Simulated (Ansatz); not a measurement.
ZnSnO3 (R3c), Ansatz (a first-principles code) with PBEsol, rigid bands: N_v = 5.22e20 cm⁻³ at 300 K and a hole conductivity mass of 2.74 mₑ along y (a = (2.64, 1.52, 4.67) Å; b = (-2.64, 1.52, 4.67) Å; c = (0.00, -3.05, 4.67) Å).

Q: For 1e16 holes per cm³ at 300 K, place the Fermi level, estimate the Seebeck coefficient of a parabolic band with constant τ, and give mobility and conductivity for τ = 5 fs.

A: The level lies k_BT ln(N_v/p) = 0.281 eV above the valence-band maximum. S ≈ +(k_B/e)[ln(N_v/p) + 5/2] = 1152 μV/K, against 1150 μV/K from the full bands (mean over directions). μ = eτ/m = 3.21 cm²/(V·s) and σ = peμ = 0.00514 S/cm. τ is assumed, not computed.

Band transport and this doping are assumed; polarons and phonon drag are left out. Spin-orbit coupling is left out; where it splits the top of the valence band, N_v and the p-type Seebeck coefficient come out somewhat high without it.

Computed structure with no diffraction record at hand here (it may be known, metastable or hypothetical): ZnSnO3 (R3c).
